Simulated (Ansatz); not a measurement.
**Mo: uniaxial strain ε_zz = +2.50 %**

The reference is Mo in the bcc (W type) structure (space group Im-3m, No. 229; a = 3.151 Å; relaxed with 0.1 eV smearing). Axes: x, y, z lie along the cube axes.

Now apply this change: the cell is stretched by 2.50 % along z with no lateral relaxation, atoms relaxed at fixed cell.

The values are results of Kohn–Sham DFT with the r2SCAN functional, run in Ansatz (a program for electronic structure) with PAW and 500 eV plane waves, scalar-relativistic without spin-orbit coupling, not measurements. k-mesh 29×29×29 (Γ-centred); smearing 0.1 eV (Fermi–Dirac).

| quantity | base | changed | shift |
|---|---|---|---|
| space group | Im-3m (No. 229) | I4/mmm (No. 139) | – |
| shortest interatomic distance | 272.9 pm | 275.2 pm | +2.3 pm |
| energy relative to the base (free energy F) | 0 meV/atom | +14 meV/atom | +14 meV/atom |
| pressure (mean of the normal stresses, compression positive) | 0.0 GPa | -6.3 GPa | -6.3 GPa |
| band gap | zero | zero | – |
| stress (xx, yy, zz, yz, xz, xy; compression positive) | – | (-3.8, -3.8, -11.3, 0.0, 0.0, 0.0) GPa | – |

Final structure:

```yaml
crystal:
  lattice:
    - [-1.57548, 1.57548, 1.61486]
    - [1.57548, -1.57548, 1.61486]
    - [1.57548, 1.57548, -1.61486]
  atoms:
    - { symbol: Mo, position: [0.00000, 0.00000, 0.00000] }
```

Whether these cells are dynamically stable was not tested. All final runs are without spin polarisation.
